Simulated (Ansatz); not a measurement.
The reference is SnS in the GeS type structure (space group Pnma, No. 62; a = 11.155 Å, b = 4.000 Å, c = 4.261 Å). Axes: x, y, z lie along a, b, c of the conventional cell.

The values are results of PBE-D3(BJ) (Ansatz, a program for electronic structure; PAW; 420 eV plane waves; spin-orbit coupling left out), not measurements.

Base values:

```
Property    Value
--------  -------
Band gap  0.70 eV
```

It is then changed as follows: tensile biaxial strain of 0.32 % in the plane normal to [001], as in epitaxy on a mismatched substrate; the out-of-plane cell vector and the atoms relax.

Question: How does this affect the in-plane stress?

Answer: The mean in-plane stress (compression positive) amounts to -0.2 GPa.

Question: Predict the new band gap.

Answer: The band gap grows by 0.02 eV to 0.72 eV.

Whether these cells are dynamically stable was not tested.
